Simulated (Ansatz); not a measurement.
Here is the system:

```yaml
crystal:
  lattice:
    - [0.00000, 2.86706, 2.75151]
    - [2.86706, 0.00000, 2.75151]
    - [2.86706, 2.86706, 0.00000]
  atoms:
    - { symbol: Al, position: [0.00000, 0.00000, 0.00000] }
    - { symbol: As, position: [0.75000, 0.75000, 0.75000] }
```

These are PBEsol with spin-orbit coupling, rigid bands (plane waves, PAW; Ansatz, an electronic-structure program) values and carry that method's errors. Condition of this run: uniaxial stress zz = 2 GPa (compression positive) (the target of the relaxation). How the cell was made: cell and atoms relaxed with PBEsol, then loaded as said.

Problem. What conductivity effective mass do dilute electrons have at 300 K?

Solution. 0.27 (x), 0.27 (y), 0.87 (z) mₑ.

Problem. What conductivity effective mass do dilute holes have at 300 K?

Solution. 0.54 (x), 0.54 (y), 0.29 (z) mₑ.

Problem. And the band gap?

Solution. 1.02 eV at this level; semilocal functionals usually fall short of the measured gap.

Rigid bands, one relaxation time for all states, no polarons.
